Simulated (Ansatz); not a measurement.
The starting structures come from a database of crystals and need not be the phases stable at ambient conditions.

 Where the default PAW files enter, the runs use the earlier of Ansatz's two default sets.

Inside the gap of an insulator the Bloch states are evanescent, with a wavenumber k + iκ along the transport direction.

Input:

```yaml
crystal:
  lattice:
    - [5.15710, 0.00000, 0.00000]
    - [2.57855, 6.78259, 0.00000]
    - [2.57855, -0.98029, 2.38494]
  atoms:
    - { symbol: Rb, position: [0.00000, 0.00000, 0.00000] }
    - { symbol: Al, position: [0.00000, 0.50000, 0.50000] }
    - { symbol: F, position: [0.71837, 0.78163, 0.78163] }
    - { symbol: F, position: [0.28163, 0.21837, 0.21837] }
    - { symbol: F, position: [0.00000, 0.50000, 0.00000] }
    - { symbol: F, position: [0.50000, 0.50000, 0.00000] }
```

Space group of this cell: P4/mmm. The cell is taken as given.

Transport runs along the normal of the first two printed cell vectors, the (111) plane of the conventional cell.

The gap is the functional's own. No spin-orbit coupling. Mid-gap values are interpolated on the energy grid.

Predict the band gap and the smallest decay constant κ at mid-gap from r2SCAN (Ansatz, a quantum-chemistry and plane-wave program).

Gap 8.09 eV on a 12×12×12 mesh; κ = 0.542 1/Å, at the zone centre.
